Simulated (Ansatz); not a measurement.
Reference: CdSe (F-43m), PBEsol, rigid bands (plane waves, PAW, scalar-relativistic; Ansatz, a program for electronic structure); axes and stresses refer to this cell.

```
CELL_PARAMETERS angstrom
      0.00000     3.04073     3.04073
      3.04073     0.00000     3.04073
      3.04073     3.04073     0.00000
ATOMIC_POSITIONS crystal
  Cd 0.00000 0.00000 0.00000
  Se 0.75000 0.75000 0.75000
```

Seebeck coefficient, p-type 1e19 cm⁻³: 384 μV/K
band gap: 0.48 eV
hole conductivity mass: 0.73 mₑ

Q: Change: spin-orbit coupling switched on. What happens to Seebeck coefficient, p-type 1e19 cm⁻³, band gap, hole conductivity mass?

A: Seebeck coefficient, p-type 1e19 cm⁻³ shrinks to 305 μV/K; band gap falls to 0.36 eV; hole conductivity mass increases to 0.76 mₑ.

Masses are for dilute carriers at 300 K, harmonic means over directions unless an axis is named. Seebeck coefficients are for the stated density at 300 K, with one relaxation time for all states and whether or not that doping can be reached. Spin-orbit coupling is left out unless a row names it; without it hole values are far off for these elements.
